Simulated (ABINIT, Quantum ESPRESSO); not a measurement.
An ABINIT input for a self-consistent single point of C (Fd-3m, 2 atoms in the cell) (DFT, PBE, plane waves, norm-conserving pseudopotentials (PseudoDojo nc-sr-05 PBE standard)):

```
# C, PseudoDojo nc-sr-05 PBE standard
pp_dirpath "./"
pseudos "C.upf"
acell 3*1.0
rprim
         0.0000000000    3.3906637758    3.3906637758
         3.3906637758   -0.0000000000    3.3906637758
         3.3906637758    3.3906637758   -0.0000000000
natom 2
ntypat 1
znucl 6
typat 1 1
xred
         0.5000000000    0.5000000000    0.5000000000
         0.7500000000    0.7500000000    0.7500000000
ecut 41
occopt 1
nband 7
kptopt 1
ngkpt 13 13 13
nshiftk 1
shiftk 0 0 0
nstep 50
toldfe 1.0e-09
prtwf 0
prtden 0
```

Question: Translate this input to Quantum ESPRESSO.

Answer: This is the input that was run; spellings and numerical settings could be chosen otherwise.

```fortran
&CONTROL
   calculation = 'scf'
   prefix = 'run'
   outdir = './work'
   pseudo_dir = './'
   tprnfor = .true.
   tstress = .true.
/
&SYSTEM
   ibrav = 0
   celldm(1) = 4.7951226972
   nat = 2
   ntyp = 1
   ecutwfc = 45
   ecutrho = 360
   occupations = 'fixed'
   nbnd = 8
/
&ELECTRONS
   conv_thr = 1e-8
   mixing_beta = 0.5
/
ATOMIC_SPECIES
C     12.0110  C.pbe-n-kjpaw_psl.1.0.0.UPF
CELL_PARAMETERS {alat}
   0.0000000000     0.7071067812     0.7071067812
   0.7071067812     0.0000000000     0.7071067812
   0.7071067812     0.7071067812     0.0000000000
ATOMIC_POSITIONS {angstrom}
C     1.7942620000    1.7942620000    1.7942620000
C     2.6913930000    2.6913930000    2.6913930000
K_POINTS {automatic}
13 13 13  0 0 0
```

Basis, cutoffs, solver keys and any potentials are the target program's own. This input uses DFT, PBE, plane waves, SSSP 1.1.2 efficiency (PBE) pseudopotentials. Both were run: pressure -5.83 GPa in ABINIT and -5.72 in Quantum ESPRESSO; gap on the mesh 4.158 eV in ABINIT and 4.119 in Quantum ESPRESSO.

On ABINIT: the starting cell comes from a database of computed structures (which also holds hypothetical and non-ambient phases and stackings), without a prior relaxation at this level. Its lattice was rescaled by a random factor within 2.5 % of one. With a pressure of about -6 GPa the cell is away from its equilibrium volume at this level.

On Quantum ESPRESSO: the starting cell comes from a database of computed structures (which also holds hypothetical and non-ambient phases and stackings), without a prior relaxation at this level. Its lattice was rescaled by a random factor within 2.5 % of one. With a pressure of about -6 GPa the cell is away from its equilibrium volume at this level.
